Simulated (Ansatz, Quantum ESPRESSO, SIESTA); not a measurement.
One structure in several programs: Co3Sn2S2 (P1, 7 atoms in the cell)

Self-consistent single point, at a second geometry (atoms moved at random). First geometry:

```
Co3(SnS)2
1.0
    2.68118     1.54798     4.33916
   -2.68118     1.54798     4.33916
    0.00000    -3.09596     4.33916
Co Sn S
3 2 2
Direct
  0.50000   0.00000   0.00000
  0.00000   0.50000   0.00000
  0.00000   0.00000   0.50000
  0.50000   0.50000   0.50000
  0.00000   0.00000   0.00000
  0.71954   0.71954   0.71954
  0.28046   0.28046   0.28046
```
Moments meant for the start (each program seeds them in its own way; μB, in the order of the atoms Co Co Co Sn Sn S S): 3.0 3.0 3.0 0.0 0.0 0.0 0.0.

Second geometry:
```
CELL_PARAMETERS angstrom
      2.68118     1.54798     4.33916
     -2.68118     1.54798     4.33916
      0.00000    -3.09596     4.33916
ATOMIC_POSITIONS crystal
  Co 0.50986 0.00956 0.98610
  Co 0.99968 0.50514 0.00084
  Co 0.99874 0.99022 0.50243
  Sn 0.49726 0.49601 0.51457
  Sn 0.00468 0.00765 0.00477
  S  0.69911 0.73236 0.70872
  S  0.29067 0.25905 0.28257
```
Moments meant for the start (each program seeds them in its own way; μB, in the order of the atoms Co Co Co Sn Sn S S): 3.0 3.0 3.0 0.0 0.0 0.0 0.0.

Shared settings, as Ansatz (a program for electronic structure) writes them: kpoints.mp_grid.grid = 4 4 4; scf.occupations.method = fermi_dirac; scf.occupations.width = 0.136 eV. Potentials and cutoffs stand in the table.

| code | model | ΔF from the first geometry (meV/atom) | pressure (GPa) | largest force (eV/Å) | cutoff |
|---|---|---|---|---|---|
| Quantum ESPRESSO | LDA (PZ), PSlibrary PAW (LDA) pseudopotentials | 29.4 | -7.33 | 1.420 | 55 Ry |
| Ansatz | LDA (PW92), PAW files made with PBE | 29.0 | -7.00 | 1.445 | default |
| SIESTA | LDA PW92, numerical atomic orbitals DZP, PseudoDojo LDA standard norm-conserving potentials (rewritten from UPF to PSML) | 30.0 | -7.12 | 1.361 | grid 300 Ry |

Size of the force on each atom (eV/Å): Sizes of forces hide their directions.

| code | Co1 | Co2 | Co3 | Sn4 | Sn5 | S6 | S7 |
|---|---|---|---|---|---|---|---|
| Quantum ESPRESSO | 0.609 | 0.383 | 0.425 | 0.594 | 0.622 | 1.420 | 0.838 |
| Ansatz | 0.586 | 0.366 | 0.426 | 0.564 | 0.598 | 1.445 | 0.811 |
| SIESTA | 0.624 | 0.400 | 0.402 | 0.678 | 0.713 | 1.361 | 0.918 |

On Ansatz's run: the starting moments vanished: the run ended non-magnetic, which need not be the lowest state. The program warned that a starting moment was not kept.

The spread over the programs that give each value: ΔF from the first geometry within 1.0 meV/atom; pressure within 0.33 GPa; largest force within 0.084 eV/Å.

SIESTA uses small atom-centred bases, whose incompleteness enters pressures, forces and empty levels differently from a plane-wave cutoff. Ansatz's pressure is given at a fixed set of plane waves, as the other plane-wave codes print theirs; with its correction for the finite basis it is -6.93 GPa. The same LDA comes in different parametrisations, which differ slightly. In the force vectors, SIESTA (by 0.253) lies more than 0.08 eV/Å from the median of the plane-wave programs.

The starting cell comes from a database of computed structures (which also holds hypothetical and non-ambient phases and stackings), without a prior relaxation at this level. For this run, on top of that: atoms moved at random.

Keys are those of Ansatz 0.2.
